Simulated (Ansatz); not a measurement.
The parent structure is CdTe in the zinc blende structure (space group F-43m, No. 216; a = 6.558 Å). Axes: x, y, z lie along the cube axes.

Structures relaxed with r2SCAN (Ansatz, an electronic-structure program; PAW; 500 eV plane waves; no SOC).

Base:

Simulated powder pattern, Cu Kα1, λ = 1.54056 Å (kinematic, ideal powder, no thermal factors, no anomalous dispersion; the 14 strongest lines at most, above 2 %, up to 2θ = 90°):

| 2θ (°) | I/Imax (%) | hkl |
|---|---|---|
| 23.48 | 100 | (111) |
| 38.81 | 80 | (220) |
| 45.86 | 49 | (311) |
| 56.05 | 13 | (400) |
| 61.59 | 20 | (331) |
| 70.26 | 27 | (422) |
| 75.23 | 15 | (333) |
| 83.28 | 8.4 | (440) |
| 88.04 | 15 | (531) |

After one change:

Simulated powder pattern, Cu Kα1, λ = 1.54056 Å (kinematic, ideal powder, no thermal factors, no anomalous dispersion; the 14 strongest lines at most, above 2 %, up to 2θ = 90°):

| 2θ (°) | I/Imax (%) |
|---|---|
| 23.68 | 100 |
| 38.81 | 27 |
| 39.33 | 52 |
| 45.97 | 33 |
| 46.88 | 16 |
| 56.05 | 9.0 |
| 61.69 | 6.7 |
| 62.43 | 13 |
| 70.61 | 18 |
| 71.65 | 8.5 |
| 75.31 | 7.4 |
| 84.60 | 5.5 |
| 88.12 | 5.1 |
| 88.78 | 5.0 |

**Question.** Name the change that was made.
(A) uniaxial strain ε_zz = −2.50 %
(B) uniaxial strain ε_zz = −2.00 %
(C) uniaxial strain ε_zz = −3.00 %
(D) uniaxial strain ε_zz = −0.50 %

**Answer.** A, uniaxial strain ε_zz = −2.50 %. Its volume per atom is 34.37 Å³ against 35.25 Å³, and its space group is I-4m2 (No. 119).

No phonon test of stability was made.
